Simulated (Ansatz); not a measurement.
Where the default PAW files enter, the runs use the earlier of Ansatz's two default sets.

## Evanescent states of PbI$_{2}$ (P-3m1, CdI2 type, 3 atoms a cell, 41.8 Å³ an atom) along the normal of (110)

Level of theory: PBEsol (plane waves, PAW; Ansatz, a first-principles code).

The gap is the functional's own. No spin-orbit coupling. Mid-gap values are interpolated on the energy grid.

Energies count from the valence-band top; κ is the least over a 6×4 mesh across the current.

```csv
E (eV),κ (1/Å),where
0.06,0.099,off Γ
0.17,0.161,off Γ
0.28,0.185,off Γ
0.39,0.189,off Γ
0.49,0.191,off Γ
0.60,0.191,off Γ
0.71,0.191,off Γ
0.82,0.190,off Γ
0.94,0.188,off Γ
1.04,0.185,off Γ
1.16,0.180,off Γ
1.26,0.175,off Γ
1.38,0.168,off Γ
1.49,0.159,off Γ
1.59,0.148,off Γ
1.71,0.135,off Γ
1.81,0.117,off Γ
1.93,0.094,off Γ
2.04,0.056,off Γ
```

Task: How thick must the barrier be to attenuate the transmission by 10^8 when the electrodes' Fermi level lies at 1.81 eV, and what attenuation does that film give at 0.71 eV?

Result: d = 8 ln 10 / (2 × 0.117) = 78.7 Å. At 0.71 eV it gives 8 × 0.191/0.117 = 13.1 decades.
